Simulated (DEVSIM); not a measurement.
System: TaN/HfO2/p-GaAs capacitor, at 300 K.

```tsv
layer (left to right)	material	thickness (nm)	Na (cm⁻³)
1	HfO2	29.0	-
2	GaAs	17000	1.4e15
```

Metal gate on the left, work function 4.4 eV. Fixed charge at the semiconductor interface 0 cm⁻² (in units of +e); no interface traps.

The device is made up for the run: typed textbook-type constants, with dimensions and the other settings drawn at random. Values at 300 K.

```
parameter      HfO2    GaAs
-------------  ----  ------
gap (eV)        5.7   1.424
affinity (eV)   2.5    4.07
permittivity     22    12.9
Nc (cm⁻³)         -  4.7e17
Nv (cm⁻³)         -    9e18
```

Simulated with DEVSIM: 1D Poisson equation in equilibrium, Boltzmann statistics, complete ionisation; no quantum confinement or tunnelling. Metal contacts follow the ideal Schottky-Mott rule: no Fermi-level pinning, no interface dipoles.

The substrate doping was swept, all else fixed.

```
substrate doping (cm^-3)  minimum of the low-frequency capacitance (μF/cm²)  threshold voltage (band bending 2φF) (V)  flat-band voltage (V)
------------------------  -------------------------------------------------  ----------------------------------------  ---------------------
7e13                                                                    ___                                       ___                  -0.79
1.4e14                                                              0.00407                                      0.13                  -0.81
2.8e14                                                              0.00567                                      0.15                  -0.83
7e14                                                                0.00865                                      0.19                  -0.85
1.4e15                                                               0.0118                                      0.21                  -0.87
2.8e15                                                               0.0164                                      0.25                  -0.89
```

Question: Fill in the missing entries.

Answer: 
- 7e13, minimum of the low-frequency capacitance (μF/cm²): 0.00294
- 7e13, threshold voltage (band bending 2φF) (V): 0.11
